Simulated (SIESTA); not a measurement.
Input and output of a self-consistent single point for YSb (Fm-3m, 2 atoms in the cell) (SIESTA).

Method of the run: GGA PBEsol, numerical atomic orbitals DZP, PseudoDojo PBEsol standard norm-conserving potentials (rewritten from UPF to PSML) in SIESTA.

```yaml
crystal:
  lattice:
    - [0.00000, 3.10579, 3.10579]
    - [3.10579, 0.00000, 3.10579]
    - [3.10579, 3.10579, 0.00000]
  atoms:
    - { symbol: Y, position: [0.50000, 0.50000, 0.50000] }
    - { symbol: Sb, position: [0.00000, 0.00000, 0.00000] }
```

Reference input (self-consistent single point, DFT, LDA PW92, numerical atomic orbitals DZP, PseudoDojo LDA standard norm-conserving potentials (rewritten from UPF to PSML)): XC.functional = LDA; XC.authors = PW92; potentials = PseudoDojo LDA standard; PAO.BasisSize = DZP; PAO.EnergyShift = 0.01 Ry; MeshCutoff = 350 Ry; kgrid.MonkhorstPack = 12 12 12; OccupationFunction = FD; ElectronicTemperature = 0.1 eV; MaxSCFIterations = 150; SCF.Mixer.Method = Broyden; SCF.Mixer.Weight = 0.1. This run's input differs from it in these lines:

```diff
@@ -1,2 +1,2 @@
-# files in the folder: Y.psml Sb.psml (PseudoDojo LDA standard)
+# files in the folder: Y.psml Sb.psml (PseudoDojo PBEsol standard)
 SystemName  YSb
@@ -22,4 +22,4 @@
 
-XC.functional                LDA
-XC.authors                   PW92
+XC.functional                GGA
+XC.authors                   PBEsol
 PAO.BasisSize                DZP
```

Log, with long lists cut:

```
        iscf     Eharris(eV)        E_KS(eV)     FreeEng(eV)     dDmax    Ef(eV) dHmax(eV)
   scf:    1    -3579.747038    -3579.946658    -3579.955330  1.631656 -4.180717  3.572669
   scf:    2    -3580.163793    -3580.057967    -3580.066968  0.031299 -4.203966  2.927247
   scf:    3    -3580.385188    -3580.279959    -3580.290713  0.137275 -4.335079  1.155899
   scf:    4    -3580.296606    -3580.291990    -3580.302104  0.019744 -4.336241  0.524557
   scf:    5    -3580.303835    -3580.299010    -3580.309170  0.025137 -4.370988  0.049376
   scf:    6    -3580.298575    -3580.298922    -3580.308984  0.003036 -4.364160  0.061058
   scf:    7    -3580.299098    -3580.299098    -3580.309260  0.002730 -4.361016  0.003238
   scf:    8    -3580.299105    -3580.299102    -3580.309261  0.000081 -4.360772  0.000796
SCF Convergence by DM+H criterion
max |DM_out - DM_in|         :     0.0000814679
max |H_out - H_in|      (eV) :     0.0007962153
SCF cycle converged after 8 iterations

Using DM_out to compute the final energy and forces

siesta: E_KS(eV) =            -3580.2991

siesta: E_KS - E_eggbox =     -3580.2991

siesta: Atomic forces (eV/Ang):
     1    0.000000   -0.000000   -0.000000
     2   -0.000000    0.000000    0.000000
   Tot   -0.000000    0.000000   -0.000000
   Max    0.000000
   Res    0.000000    sqrt( Sum f_i^2 / 3N )
   Max    0.000000    constrained

Stress tensor Voigt[x,y,z,yz,xz,xy] (kbar):       33.78       33.78       33.78       -0.10       -0.10       -0.10
(Free)E + p*V (eV/cell)    -3581.5724
Target enthalpy (eV/cell)    -3580.3093

siesta: Program's energy decomposition (eV):
siesta: FreeEng =     -3580.309261

   [... lines left out ...]
siesta:     0.021082   -0.000063   -0.000063
siesta:    -0.000063    0.021082   -0.000063
siesta:    -0.000063   -0.000063    0.021082

siesta: Cell volume =         59.916475 Ang**3

siesta: Pressure (static):
siesta:                Solid            Molecule  Units
siesta:          -0.00022961         -0.00022961  Ry/Bohr**3
siesta:          -0.02108214         -0.02108214  eV/Ang**3
siesta:         -33.77731410        -33.77731410  kBar
```

The run converged in 8 iterations. Against the reference run the pressure goes from -5.01 to -3.38 GPa.

The starting cell comes from a database of computed structures (which also holds hypothetical and non-ambient phases and stackings), without a prior relaxation at this level. Values carry the incompleteness of an atom-centred basis. With a pressure of about -3 GPa the cell is away from its equilibrium volume at this level.

Cost on one core of a shared machine: roughly 70 s.
